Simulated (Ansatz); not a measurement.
The parent structure is TiC in the rock salt structure (space group Fm-3m, No. 225; a = 4.293 Å; relaxed with 0.1 eV smearing). Axes: x, y, z lie along the cube axes.

Computed with PBEsol (Ansatz, a program for electronic structure; PAW; 420 eV plane waves; no spin-orbit coupling).

Base values:

| Item | Result |
|---|---|
| Pressure | 0.0 GPa |

It is then changed as follows: biaxial strain −1.67 %, plane normal [111], relaxed out of plane (Cartesian); in-plane vectors clamped, the third vector and the atoms free.

What happens to the pressure?

The pressure (mean of the normal stresses, compression positive) goes from zero to 6.6 GPa.

Predict the new out-of-plane strain.

The out-of-plane strain is +1.02 %.

Stability against distortions was not tested. All final runs are without spin polarisation.
